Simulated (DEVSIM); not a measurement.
System: TaN/HfO2/n-Si capacitor, at 300 K.

```tsv
layer (left to right)	material	thickness (nm)	Nd (cm⁻³)
1	HfO2	5.50	-
2	Si	500	1.3e18
```

Metal gate on the left, work function 4.4 eV. Fixed charge at the semiconductor interface 0 cm⁻² (in units of +e); no interface traps.

The device is made up for the run: typed textbook-type constants, with dimensions and the other settings drawn at random. Values at 300 K.

```tsv
parameter	HfO2	Si
gap (eV)	5.7	1.124
affinity (eV)	2.5	4.05
permittivity	22	11.7
Nc (cm⁻³)	-	2.86e19
Nv (cm⁻³)	-	3.1e19
```

DEVSIM, 1D Poisson equation in equilibrium, Boltzmann statistics, complete ionisation; no quantum confinement or tunnelling. Metal contacts follow the ideal Schottky-Mott rule: no Fermi-level pinning, no interface dipoles.

Task: Tabulate band edges, carrier densities and field at -0.4 V on the gate.

Result: Energies count from the Fermi level of the right contact; mesh points crowd at the junctions.

```
x (μm)     Ec (eV)  Ev (eV)  n (cm⁻³)  p (cm⁻³)  field (V/cm)
---------  -------  -------  --------  --------  ------------
0.000        2.300   -3.400     < 1e2     < 1e2       -240000
0.0008522    2.279   -3.421     < 1e2     < 1e2       -240000
0.002057     2.250   -3.450     < 1e2     < 1e2       -240000
0.003436     2.217   -3.483     < 1e2     < 1e2       -240000
0.004961     2.180   -3.520     < 1e2     < 1e2       -240000
0.005714     0.608   -0.516     1.8e9    6.6e10       -450000
0.006867     0.557   -0.567    1.2e10     9.3e9       -430000
0.01003      0.433   -0.691    1.5e12     7.5e7       -360000
0.01444      0.292   -0.832    3.5e14    330000       -270000
0.02288      0.132   -0.992    1.7e17       670       -110000
0.03837      0.081   -1.043    1.3e18     < 1e2         -2700
0.08083      0.080   -1.044    1.3e18     < 1e2           ≈ 0
0.1447       0.080   -1.044    1.3e18     < 1e2           ≈ 0
0.2555       0.080   -1.044    1.3e18     < 1e2           ≈ 0
0.3911       0.080   -1.044    1.3e18     < 1e2           ≈ 0
0.4437       0.080   -1.044    1.3e18     < 1e2           ≈ 0
0.4724       0.080   -1.044    1.3e18     < 1e2           ≈ 0
0.4880       0.080   -1.044    1.3e18     < 1e2           ≈ 0
0.4984       0.080   -1.044    1.3e18     < 1e2           ≈ 0
0.5020       0.080   -1.044    1.3e18     < 1e2           ≈ 0
0.5041       0.080   -1.044    1.3e18     < 1e2           ≈ 0
0.5055       0.080   -1.044    1.3e18     < 1e2           ≈ 0
```
